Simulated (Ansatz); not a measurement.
MgO: response to strain

Base system: MgO in the rock salt structure (space group Fm-3m, No. 225; a = 4.2044 Å). Axes: x, y, z lie along the cube axes.

Strains are applied to the cell and any free atomic positions relax.

All numbers come from DFT with r2SCAN, PAW potentials and a 500 eV plane-wave cutoff in Ansatz (a quantum-chemistry and plane-wave program), no SOC.

Notes on the quantities. energy relative to the base: free energy F.

| uniaxial strain ε_zz (%) | energy relative to the base (meV/atom) |
|---|---|
| 0 | 0.0 |
| 0.5 | 0.2 |
| 1 | 0.9 |
| 1.5 | 1.9 |
| 2 | 3.3 |
| 2.5 | ? |
| 3 | 7.2 |

**Question.** Fit ΔE = Aε² + Bε³ (ε in %) to the rows shown and predict the withheld row.

**Answer.** Least squares on the printed values gives A = 0.889 and B = -0.030 meV/atom (largest residual 0.0 meV/atom); this predicts 5.1 meV/atom, and the run gives 5.1 meV/atom, in agreement.

Whether these cells are dynamically stable was not tested.
